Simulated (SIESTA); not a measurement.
Convergence study of the SCF threshold for CdSe (R3m, 2 atoms in the cell)

```yaml
crystal:
  lattice:
    - [0.00000, 3.04013, 3.04013]
    - [3.04013, 0.00000, 3.04013]
    - [3.04013, 3.04013, 0.00000]
  atoms:
    - { symbol: Cd, position: [0.00475, 0.00475, 0.00475] }
    - { symbol: Se, position: [0.25000, 0.25000, 0.25000] }
```

Computed with LDA PW92, numerical atomic orbitals DZP, PseudoDojo LDA standard norm-conserving potentials (rewritten from UPF to PSML) (SIESTA 5.4.2).

Base settings: XC.functional = LDA; XC.authors = PW92; potentials = PseudoDojo LDA standard; PAO.BasisSize = DZP; PAO.EnergyShift = 0.005 Ry; MeshCutoff = 400 Ry; kgrid.MonkhorstPack = 6 6 6; OccupationFunction = FD; ElectronicTemperature = 0.01 eV; MaxSCFIterations = 150.

In this ladder: SCF.DM.Tolerance = default; SCF.DM.Converge = false; SCF.H.Converge = false; SCF.FreeE.Converge = true.

The mesh stays at the base's, so the ladder's end is converged at best in this setting alone.

Only quantities that move along the ladder and can be compared are tabulated.

The starting cell has typed, rounded lattice constants, without a prior relaxation at this level. Its lattice was rescaled by up to half a per cent. One atom was moved a little off its site on purpose. Values carry the incompleteness of an atom-centred basis.

Steps (SCF.FreeE.Tolerance): 1.0E-01 eV; 1.0E-02 eV; 1.0E-03 eV; 1.0E-04 eV; 1.0E-05 eV; 1.0E-06 eV; 1.0E-07 eV; 1.0E-08 eV; 1.0E-10 eV; 1.0E-12 eV.

Task: What is the coarsest SCF.FreeE.Tolerance that holds the free energy within 0.5 meV/atom of the last step, with all finer ones?

Result: 1.0E-04 eV; the step before is off by 1.7 meV/atom.

| SCF.FreeE.Tolerance | free energy less the last step's (meV/atom) |
|---|---|
| 1.0E-01 eV | 1.69 |
| 1.0E-02 eV | 1.69 |
| 1.0E-03 eV | 1.69 |
| 1.0E-04 eV | 0.00 |
| 1.0E-05 eV | 0.00 |
| 1.0E-06 eV | 0.00 |
| 1.0E-07 eV | 0.00 |
| 1.0E-08 eV | 0.00 |
| 1.0E-10 eV | 0.00 |
| 1.0E-12 eV | 0.00 |
